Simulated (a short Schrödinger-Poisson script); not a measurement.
System: symmetric double-gate stack, SiO2 on p-type Si(100), at 300 K.

```
layer  material  thickness (nm)  Na (cm⁻³)
-----  --------  --------------  ---------
1          SiO2             1.4          -
2            Si               8       1e16
3          SiO2             1.4          -
```

Constants are typed, rounded textbook-type inputs, not results; the design itself was drawn at random and stands for no fabricated device. SiO2: permittivity 3.9, conduction-band edge (eV) 3.15, gap (eV) 9, electron mass (mₑ) 0.5. Si: permittivity 11.7, conduction-band edge (eV) 0, gap (eV) 1.124, Nv at 300 K (cm⁻³) 3.1e19.

Channel valleys (confinement mass, in-plane density-of-states mass, number): Δ2 0.916, 0.19, 2; Δ4 0.19, 0.417, 4. At the gates, both at one voltage, the conduction-band edge of layer 1 lies 3.41 eV − eVg above the Fermi level of the channel. Gaps are held at their typed values at every temperature. Mesh 0.03 nm at interfaces.

From a short Schrödinger-Poisson script (our own, NumPy): 1D Poisson equation in equilibrium, electrons quantum, Hartree (BenDaniel-Duke, 12 states a valley, the channel's in-plane mass for all, wave functions free to enter the dielectric), parabolic valleys, classical holes, full ionisation, no traps, pinning or gate leakage.

The same stack at other levels of the model or other numerical settings:

```csv
run,sheet density of all electrons at Vg = 0.95 V (cm⁻²),sheet density of all electrons at Vg = 0.35 V (cm⁻²),capacitance of both gates at Vg = 0.95 V (μF/cm²),gate voltage at 1e11 electrons/cm² (V),rough cost against the base
base,1.57e13,2.73e12,3.79,0.14,about 1
"electrons treated as classical, Boltzmann",1.93e13,3.45e12,[?],0.13,0.03
"electrons treated as classical, Fermi-Dirac",[?],3.40e12,[?],0.13,0.08
mesh six times as coarse,1.57e13,2.71e12,3.78,0.14,0.3
```

**Question.** Complete the blanks.

**Answer.** 
- electrons treated as classical, Boltzmann, capacitance of both gates at Vg = 0.95 V (μF/cm²): 4.55
- electrons treated as classical, Fermi-Dirac, capacitance of both gates at Vg = 0.95 V (μF/cm²): 4.25
- electrons treated as classical, Fermi-Dirac, sheet density of all electrons at Vg = 0.95 V (cm⁻²): 1.85e13

The classical rows ignore confinement, and Boltzmann statistics overrate the density once the band edge passes the Fermi level.
